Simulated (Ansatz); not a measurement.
Results of LDA (PAW; Ansatz, an electronic-structure program) for GdSi (Pnma, No. 62).

Numerical settings: plane-wave cutoff 520 eV, 8×14×10 k mesh (along the axes of the cell as run), Fermi–Dirac smearing 0.05 eV, spin-polarised with parallel moments, scalar-relativistic PAW data made under PBE.

Computed at the level's own relaxed cell.

**Question.** Predict the bulk modulus.

**Answer.** 
bulk modulus: 94.4 GPa

The run finds no gap.

Note: the magnetic order was assumed, not searched for or taken from measurement; the bulk modulus is −V dP/dV from two relaxed cells at ±2 % in volume; the 4f shell is treated without U or exact exchange, so its levels and filling can be wrong; the volume lies 5 % below that of the published cell.

Spin–orbit coupling is not included; it can open a gap where bands touch, and shift volumes and moduli.

Static lattice: no zero-point or thermal effects.

The result took around 60 core-minutes (rough).
